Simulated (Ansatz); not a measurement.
## GaN, pressure series

Consider GaN in the zinc blende structure (space group F-43m, No. 216).

```
GaN
1.0
    0.00000     2.24908     2.24908
    2.24908     0.00000     2.24908
    2.24908     2.24908     0.00000
N Ga
1 1
Direct
  0.75000   0.75000   0.75000
  0.00000   0.00000   0.00000
```

Cell and atoms are relaxed at each pressure.

All numbers come from r2SCAN/PAW in Ansatz (a program for electronic structure), no SOC, earlier PAW set.

Candidates:
(a) pressure 10 GPa
(b) pressure 0.3 GPa
(c) pressure −1 GPa
(d) pressure 5 GPa

Before the change:

The band gap is 2.17 eV.

Q: Order them by band gap, highest first.

A: (a) pressure 10 GPa (2.48 eV), (d) pressure 5 GPa (2.33 eV), (b) pressure 0.3 GPa (2.18 eV), (c) pressure −1 GPa (2.13 eV)

Load acts through the strain it causes; cell and atoms are relaxed under it. Stability against distortions was not tested. Tetrahedral semiconductors of this kind turn to denser phases somewhere between about 1 and 50 GPa; those were not computed, so compressed cells here can lie past the real transition. This is not the structure that GaN has at room temperature and ambient pressure.
